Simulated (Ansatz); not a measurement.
System: quartz-high SiO2 (high-temperature phase). Method: PBEsol in Ansatz (PAW).

Run with plane-wave cutoff 520 eV, 12×12×6 k mesh (along the axes of the cell as run), Fermi–Dirac smearing 0.01 eV, scalar-relativistic PAW data made under PBE.

Computed points:

```tsv
V (Å³/atom)	E − E_lowest (meV/atom)	P (GPa)
13.255	9.62	5.71
13.531	2.34	2.76
13.807	0.00	-0.01
14.083	2.29	-2.61
14.359	8.91	-5.04
```

What bulk modulus B0 and pressure derivative B′ does a third-order Birch–Murnaghan fit give?

V0 = 13.805 Å³/atom, B0 = 134 GPa, B′ = 2.3 (fit to the energies at full precision).

Shape and atoms are relaxed at each volume.

Note: symmetry holds this phase in the static calculation, where it need not be a minimum; held by symmetry at 0 K, a high-temperature phase can be a saddle point; the bulk modulus comes from volumes at which shape and atoms were relaxed.

Computed values are for the static lattice.

Ansatz is a program for electronic structure.
